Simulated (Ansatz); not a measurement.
Reference: monolayer HfS$_{2}$, PBE, rigid bands (plane waves, PAW, scalar-relativistic; Ansatz, an electronic-structure program); geometry: cell and atoms relaxed with PBE.

```cif
data_HfS2
_chemical_formula_sum 'Hf1 S2'
_space_group_name_H-M_alt 'P 1'
_space_group_IT_number 1
_cell_length_a 3.65218
_cell_length_b 3.65218
_cell_length_c 18.93792
_cell_angle_alpha 90.000
_cell_angle_beta 90.000
_cell_angle_gamma 120.000
loop_
_space_group_symop_operation_xyz
  'x, y, z'
loop_
_atom_site_label
_atom_site_type_symbol
_atom_site_fract_x
_atom_site_fract_y
_atom_site_fract_z
_atom_site_occupancy
Hf1 Hf 0.00000 0.00000 0.50000 1
S1 S 0.33333 0.66667 0.57638 1
S2 S 0.66667 0.33333 0.42362 1
```

The band gap is 1.31 eV and the electron conductivity mass is 0.45 mₑ.

### Question
Replace Hf by Zr on the same sites and relax. What happens?

### Answer
band gap falls (1.31 eV to 1.20 eV); electron conductivity mass rises (0.45 mₑ to 0.53 mₑ).

### Question
Replace Hf by Pt on the same sites and relax. What happens?

### Answer
band gap rises (1.31 eV to 1.76 eV); electron conductivity mass falls (0.45 mₑ to 0.42 mₑ).

Moves up to 5 % count as about the same. Masses are for dilute carriers at 300 K, harmonic means over directions unless an axis is named. Spin-orbit coupling is left out.

Model free-standing layer, not matched to a measured one here: monolayer HfS2, monolayer PtS2, monolayer ZrS2. The missing spin-orbit coupling matters most for monolayer HfS2, monolayer PtS2.
